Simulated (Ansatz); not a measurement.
Consider GaP in the zinc blende structure (space group F-43m, No. 216).

```yaml
crystal:
  lattice:
    - [0.00000, 2.72566, 2.72566]
    - [2.72566, 0.00000, 2.72566]
    - [2.72566, 2.72566, 0.00000]
  atoms:
    - { symbol: Ga, position: [0.00000, 0.00000, 0.00000] }
    - { symbol: P, position: [0.25000, 0.25000, 0.25000] }
```

Computed with DFT with r2SCAN, PAW potentials and a 500 eV plane-wave cutoff in Ansatz (a program for electronic structure), no spin-orbit coupling.

One change was made to it. Results:

```csv
quantity,base,after
band gap,1.85 eV,1.36 eV
volume per atom,20.25 Å³,16.33 Å³
"hole mass (degenerate bands, along [100])","0.13, 0.37, 0.37 mₑ (at Γ)","0.19, 0.28, 0.28 mₑ (at Γ)"
```

Question: Which of these changes matches the shifts?
A. pressure 30 GPa
B. pressure −2 GPa
C. pressure 4.5 GPa

Answer: A, pressure 30 GPa. For comparison, the band gap in the other runs: pressure 4.5 GPa gives 1.76 eV; pressure −2 GPa gives 1.88 eV.

Load acts through the strain it causes; cell and atoms are relaxed under it. Effective masses come from finite differences of ±0.01 Å⁻¹. No phonon test of stability was made. Measured, GaP leaves this structure (for a Cmcm phase) near 26 GPa (temperature not stated; as listed in Datta, Sujoy, Jana, Debnarayan, arXiv (2020)).
